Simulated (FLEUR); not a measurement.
## FLEUR run on Sr₂SeS (R-3m, 4 atoms in the cell): self-consistent single point

Computed with LDA (Perdew-Zunger), all-electron FLAPW (FLEUR), scalar-relativistic valence.

The input file:

Input of the input generator:

```
scf Sr2SeS
&input film=f /
4.1161163378 2.3764403716 13.4589564712
-4.1161163378 2.3764403716 13.4589564712
0.0000000000 -4.7528822554 13.4589562042
1.0
1.0 1.0 1.0

4
38 0.2471800000 0.2471800000 0.2471800000
38 0.7528200000 0.7528200000 0.7528200000
34 -0.0000000000 -0.0000000000 -0.0000000000
16 0.5000000000 0.5000000000 0.5000000000

&comp jspins=1 /
&exco xctyp='pz' /
&kpt div1=6 div2=6 div3=6 gamma=t /
&end /
```

```xml
<?xml version="1.0" encoding="UTF-8" standalone="no"?>
<fleurInput fleurInputVersion="0.39">
   <comment>
      scf Sr2SeS                                                                                          
   </comment>
   <calculationSetup>
      <cutoffs Kmax="3.8" Gmax="11.4" GmaxXC="11.4" numbands="0"/>
      <scfLoop itmax="80" minDistance="0.00001" maxIterBroyd="15" imix="Anderson" alpha="0.05" precondParam="0.0" spinf="2.0"/>
      <coreElectrons ctail="T" frcor="F" kcrel="0" coretail_lmax="0"/>
      <xcFunctional name="pz" relativisticCorrections="F"/>
      <magnetism jspins="1"/>
      <soc l_soc="F" theta="0.0" phi="0.0" spav="F"/>
      <expertModes spex="0" secvar="F"/>
      <geometryOptimization l_f="T" forcealpha="1.0" forcemix="BFGS" epsdisp="0.00001" epsforce="0.00001"/>
      <ldaU l_linMix="F" mixParam="0.05" spinf="1.0"/>
   </calculationSetup>
   <cell>
      <bzIntegration valenceElectrons="42.0" mode="hist" fermiSmearingEnergy="0.0001">
         <kPointListSelection listName="default-1"/>
         <!-- k-points included here -->
         <xi:include xmlns:xi="http://www.w3.org/2001/XInclude" href="kpts.xml"> </xi:include>
      </bzIntegration>
      <!-- symmetry operations included here -->
      <xi:include xmlns:xi="http://www.w3.org/2001/XInclude" href="sym.xml"> </xi:include>
      <bulkLattice scale="1.0">
         <bravaisMatrix>
            <row-1>    4.1161163378000003     2.3764403716000002    13.4589564712000005</row-1>
            <row-2>   -4.1161163378000003     2.3764403716000002    13.4589564712000005</row-2>
            <row-3>    0.0000000000000000    -4.7528822554000003    13.4589562041999997</row-3>
         </bravaisMatrix>
      </bulkLattice>
   </cell>
   <atomSpecies>
      <species name="Strontium (Sr)" element="Sr" atomicNumber="38">
         <mtSphere radius="2.68" gridPoints="925" logIncrement="0.014"/>
         <atomicCutoffs lmax="10" lnonsphr="8"/>
         <electronConfig flipSpins="F">
            <coreConfig>(1s1/2) (2s1/2) (2p1/2) (2p3/2) (3s1/2) (3p1/2) (3p3/2) (3d3/2) (3d5/2)</coreConfig>
            <valenceConfig>(4s1/2) (4p1/2) (4p3/2) (5s1/2)</valenceConfig>
         </electronConfig>
         <energyParameters s="5" p="5" d="4" f="4"/>
         <lo type="SCLO" l="0" n="4" eDeriv="0"/>
         <lo type="SCLO" l="1" n="4" eDeriv="0"/>
      </species>
      <species name="Selenium (Se)" element="Se" atomicNumber="34">
         <mtSphere radius="2.68" gridPoints="925" logIncrement="0.014"/>
         <atomicCutoffs lmax="10" lnonsphr="8"/>
         <electronConfig flipSpins="F">
            <coreConfig>(1s1/2) (2s1/2) (2p1/2) (2p3/2) (3s1/2) (3p1/2) (3p3/2)</coreConfig>
            <valenceConfig>(4s1/2) (3d3/2) (3d5/2) (4p1/2) (4p3/2)</valenceConfig>
            <stateOccupation state="(4p1/2)" spinUp="0.6666666666667" spinDown="0.6666666666667"/>
            <stateOccupation state="(4p3/2)" spinUp="1.3333333333333" spinDown="1.3333333333333"/>
         </electronConfig>
         <energyParameters s="4" p="4" d="3" f="4"/>
         <lo type="HELO" l="2" n="4" eDeriv="0"/>
      </species>
      <species name="Sulfur (S)" element="S" atomicNumber="16">
         <mtSphere radius="2.13" gridPoints="735" logIncrement="0.016"/>
         <atomicCutoffs lmax="8" lnonsphr="6"/>
         <electronConfig flipSpins="F">
            <coreConfig>(1s1/2) (2s1/2) (2p1/2) (2p3/2)</coreConfig>
            <valenceConfig>(3s1/2) (3p1/2) (3p3/2)</valenceConfig>
            <stateOccupation state="(3p1/2)" spinUp="0.6666666666667" spinDown="0.6666666666667"/>
            <stateOccupation state="(3p3/2)" spinUp="1.3333333333333" spinDown="1.3333333333333"/>
         </electronConfig>
         <energyParameters s="3" p="3" d="3" f="4"/>
      </species>
   </atomSpecies>
   <atomGroups>
      <atomGroup species="Strontium (Sr)">
         <relPos label="                   1">.2471800000 .2471800000 .2471800000</relPos>
         <relPos label="                   2">-.2471800000 -.2471800000 -.2471800000</relPos>
         <force calculate="T" relaxXYZ="TTT"/>
      </atomGroup>
      <atomGroup species="Selenium (Se)">
         <relPos label="                   3">.0000000000 .0000000000 .0000000000</relPos>
         <force calculate="T" relaxXYZ="TTT"/>
      </atomGroup>
      <atomGroup species="Sulfur (S)">
         <relPos label="                   4">1.000/2.000 1.000/2.000 1.000/2.000</relPos>
         <force calculate="T" relaxXYZ="TTT"/>
      </atomGroup>
   </atomGroups>
   <output dos="F" band="F" slice="F">
      <checks vchk="F" cdinf="F"/>
      <bandDOS minEnergy="-.5*Htr" maxEnergy="0.5*Htr" sigma="0.015" storeEVData="T"/>
      <vacuumDOS vacdos="F" integ="F" star="F" nstars="0" locx1="0.0" locy1="0.0" locx2="0.0" locy2="0.0" nstm="0" tworkf="0.0"/>
      <unfoldingBand unfoldBand="F" supercellX="1" supercellY="1" supercellZ="1"/>
      <plotting iplot="0" polar="F">
         <plot TwoD="T" vec1="  1.0  0.0  0.0" vec2="  0.0  1.0  0.0" vec3="  0.0  0.0  1.0" zero="  0.0  0.0  0.0" file="plot"/>
      </plotting>
      <chargeDensitySlicing numkpt="0" minEigenval="0.0" maxEigenval="0.0" nnne="0" pallst="F"/>
      <specialOutput eonly="F"/>
      <magneticCircularDichroism mcd="F" energyLo="-10.0" energyUp="0.0"/>
   </output>
  <!-- We include the file relax.xml here to enable relaxations (see documentation) -->
  <xi:include xmlns:xi="http://www.w3.org/2001/XInclude" href="relax.xml"> <xi:fallback/> </xi:include>
</fleurInput>
```

Output (repeated stretches shortened):

```
      Welcome to FLEUR        (www.flapw.de)
      MaX-Release 8.1          (www.max-centre.eu)

 ========== k-point set info ==========
 Selected k-point list: default-1
 k-point list type: mesh
 6 x 6 x 6
 Number of k points: 32

 ------------Calculation Setup---------------------------
           1           2           4           8          16          32
 Number of basis functions:          785
 Iteration:     1   Distance:       5.31816054 me/bohr^3
 Iteration:     2   Distance:       4.74431886 me/bohr^3
 Iteration:     3   Distance:       2.20434850 me/bohr^3
 Iteration:     4   Distance:       1.19155792 me/bohr^3
 Iteration:     5   Distance:       0.68026894 me/bohr^3
 Iteration:     6   Distance:       0.19737210 me/bohr^3
   [... 8 lines left out ...]
 Iteration:    15   Distance:       0.00011331 me/bohr^3
 Iteration:    16   Distance:       0.00009844 me/bohr^3
 Iteration:    17   Distance:       0.00003421 me/bohr^3
 Iteration:    18   Distance:       0.00001117 me/bohr^3
 Iteration:    19   Distance:       0.00000525 me/bohr^3
 Reset of history

 Run finished successfully
 Stop message:
   Structural relaxation: new displacements generated

[file out, last iteration]
             iter=     20
          p o t e n t i a l   g e n e r a t o r
[...]
          integral of pseudo charge density inside the slab=        0.000000   0.000000
     coulomb potential in the interstitial region:
          density-coulomb potential integrals
          total density-coulomb potenti   -14377.3550383827
          density-effective potential integrals for spin  1
          total density-effective poten   -1.4791224889E+04
          charge density-energy density integrals
          total charge density-energy d   -3.1239020859E+02
           too many tries required
              0.3000E+01    0.0000E+00    0.5000E+00   -0.2660E+00   -0.2660E+00
             -0.2660E+00   -0.1434E-06
              0.1110E-04    0.1110E-04    0.2136E-01    0.9158E-01    0.3214E-03
           too many tries required
             -0.1600E+02   -0.1600E+02   -0.1600E+02   -0.1600E+02   -0.1600E+02
             -0.1600E+02   -0.1600E+02   -0.1600E+02   -0.1600E+02   -0.1600E+02
             -0.1600E+02   -0.1600E+02   -0.1600E+02   -0.1600E+02   -0.1600E+02
   [... 351 lines left out ...]
 Updated energy parameters for spin:           1
  Atom    1 5s branch from -1.02 to  2.23 htr. ; e_l =  0.1864
  Atom    1 5p branch from -0.28 to  2.83 htr. ; e_l =  0.2953
  Atom    1 4d branch from -4.29 to  0.89 htr. ;
```

The run converged in 19 iterations. FLEUR gives forces in its relaxation mode, with a further iteration, so its stop message speaks of a relaxation.

The starting cell comes from a database of computed structures (which also holds hypothetical and non-ambient phases and stackings), without a prior relaxation at this level. Values depend on the basis (sphere radii, cutoffs, local orbitals), which need not be converged.

Cost on one core of a shared machine: roughly 3 min.
